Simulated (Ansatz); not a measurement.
CsCl-type ScAg was calculated with LDA (plane waves, PAW; Ansatz, a quantum-chemistry and plane-wave program).

Run with plane-wave cutoff 500 eV, 16×16×16 k mesh, Fermi–Dirac smearing 0.1 eV, no spin polarisation, scalar-relativistic PAW data made under PBE.

Computed at the level's own relaxed cell.

**Question.** What does this level give for the volume per atom and lattice parameter a?

**Answer.** 
- volume per atom: 18.62 Å³/atom
- lattice parameter a: 3.339 Å

The run finds no gap.

Note: the volume lies 6 % below that of the published cell.

The computed numbers hold no vibrational or temperature effects.
